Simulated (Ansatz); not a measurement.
Take InP in the zinc blende structure (space group F-43m, No. 216; a = 5.827 Å) as the base.

Calculations: plane-wave PAW DFT at the LDA level (Ansatz, a quantum-chemistry and plane-wave program, 420 eV), no spin-orbit coupling.

Before the change:

| Quantity | Value |
|---|---|
| Width of the top valence band | 3.05 eV |
| Valley order | Γ 0.58 eV; L along ⟨111⟩ 1.35 eV; X along ⟨100⟩ 1.57 eV |
| Volume per atom | 24.73 Å³ |

One thing is altered: a hydrostatic pressure of 4.5 GPa.

Question: Estimate the effect on the width of the top valence band, valley order and volume per atom.

Answer: The width of the top valence band goes up by 0.27 eV to 3.32 eV; the valley order (the lowest conduction-band minima on the path, energy above the VBM, named in the base's zone) becomes Γ 0.88 eV; X along ⟨100⟩ 1.47 eV; L along ⟨111⟩ 1.48 eV (base: Γ 0.58 eV; L along ⟨111⟩ 1.35 eV; X along ⟨100⟩ 1.57 eV); the volume per atom decreases by 1.34 Å³ to 23.39 Å³.

The levels and masses belong to the bands next to the band gap. Load acts through the strain it causes; cell and atoms are relaxed under it. No phonon test of stability was made. Tetrahedral semiconductors of this kind turn to denser phases somewhere between about 1 and 50 GPa; those were not computed, so compressed cells here can lie past the real transition.
